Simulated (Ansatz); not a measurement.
This concerns the energy of the reaction as written. Reaction: 1/2 cell B + 1/2 N2 (gas) → cell A. The sign is products less reactants.

Cell A: a slab of Ru (hcp, P6₃/mmc) cut along (0001), 16 atoms, oblique cell of 5.44 × 2.72 Å (12.8 Å²), symmetry Pmm2 within 0.02 Å, 15.1 Å thick under 17 Å of vacuum, in-plane vectors held at the crystal's; planes from bottom to top: N | Ru2 × 7 | N; added, foreign or displaced atoms, above the top plane and below the bottom plane: two times N bound to 3 Ru at 1.90–1.94 Å; spin state with PBE: run without spin, k-point mesh 10×20×1.
```
Ru7N
1.0
    5.44387     0.00000     0.00000
    1.36097     2.35727     0.00000
    0.00000     0.00000    31.64051
Ru N
14 2
Direct
  0.99177   0.00823   0.29699
  0.50722   0.99278   0.29504
  0.83573   0.66427   0.36373
  0.34001   0.65999   0.36378
  0.00166   0.99834   0.43330
  0.50422   0.99578   0.43168
  0.83484   0.66516   0.50000
  0.33807   0.66193   0.50000
  0.00166   0.99834   0.56670
  0.50422   0.99578   0.56832
  0.83573   0.66427   0.63627
  0.34001   0.65999   0.63622
  0.99177   0.00823   0.70301
  0.50722   0.99278   0.70496
  0.31627   0.68373   0.73838
  0.31627   0.68373   0.26162
```

Cell B: a slab of Ru (hcp, P6₃/mmc) cut along (0001), 30 atoms, hexagonal cell of 5.44 Å (25.7 Å²), symmetry P-6m2 within 0.02 Å, 14.9 Å thick under 17 Å of vacuum, in-plane vectors held at the crystal's; planes from bottom to top: N | Ru4 × 7 | N; added, foreign or displaced atoms, above the top plane and below the bottom plane: two times N bound to 3 Ru at 1.93 Å; spin state with PBE: run without spin, k-point mesh 10×10×1.
```
CELL_PARAMETERS angstrom
      5.44387     0.00000     0.00000
      2.72194     4.71453     0.00000
      0.00000     0.00000    31.64051
ATOMIC_POSITIONS crystal
  Ru 0.00000 0.00000 0.29926
  Ru 0.50720 0.98560 0.29648
  Ru 0.98560 0.50720 0.29648
  Ru 0.50720 0.50720 0.29648
  Ru 0.83175 0.33650 0.36313
  Ru 0.33333 0.33333 0.36509
  Ru 0.83175 0.83175 0.36313
  Ru 0.33650 0.83175 0.36313
  Ru 0.00000 0.00000 0.43342
  Ru 0.50044 0.99911 0.43181
  Ru 0.99911 0.50044 0.43181
  Ru 0.50044 0.50044 0.43181
  Ru 0.83205 0.33590 0.50000
  Ru 0.33333 0.33333 0.50000
  Ru 0.83205 0.83205 0.50000
  Ru 0.33590 0.83205 0.50000
  Ru 0.00000 0.00000 0.56658
  Ru 0.50044 0.99911 0.56819
  Ru 0.99911 0.50044 0.56819
  Ru 0.50044 0.50044 0.56819
  Ru 0.83175 0.33650 0.63687
  Ru 0.33333 0.33333 0.63491
  Ru 0.83175 0.83175 0.63687
  Ru 0.33650 0.83175 0.63687
  Ru 0.00000 0.00000 0.70074
  Ru 0.50720 0.98560 0.70352
  Ru 0.98560 0.50720 0.70352
  Ru 0.50720 0.50720 0.70352
  N  0.33333 0.33333 0.73580
  N  0.33333 0.33333 0.26420
```

Reference: an isolated N2 molecule (singlet) in a box of 11 × 11 × 13 Å.

Plane-wave PAW calculations with Ansatz (a program for electronic structure), its default PAW set, cutoff 420 eV, 500 eV for r2SCAN. The structures are at rest with PBE, within the held lattices; other levels are single points on them. Neutral cells; Fermi-Dirac smearing of at most 0.10 eV in the solids, energies taken to zero width. The lattices are those relaxed with PBE, so at other levels the solids can be strained, which adds to the spread. Larger cells are relaxed from a start prepared with the learned potential CHGNet till forces fall under 0.03 eV/Å, which some starts already meet. A dispersion term (D3(BJ), or D4 for r2SCAN) was computed beside these levels and is taken off wherever the name lacks it. No zero-point or thermal terms. Cells are local rest points, mostly with their start's symmetry. The d electrons get no Hubbard U. Values are for these cell sizes. Cell A has symmetry Pmm2 within 0.02 Å and got no random move, so less symmetric positions, which may lie lower, weren't tried. Cell B has symmetry P-6m2 within 0.02 Å and got no random move, so less symmetric positions, which may lie lower, weren't tried.

Levels: PBE, PBE+D3(BJ), LDA, PBEsol, r2SCAN, r2SCAN+D4.

### Question
Do the levels agree on the sign?

### Answer
too close to call: PBE (-0.04); downhill: PBE+D3(BJ) (-0.24), LDA (-0.72), PBEsol (-0.42), r2SCAN (-0.15), r2SCAN+D4 (-0.25) (values in eV; within 0.05 eV of zero counts as too close to call). The levels shown span 0.68 eV, from LDA (-0.72) to PBE (-0.04).
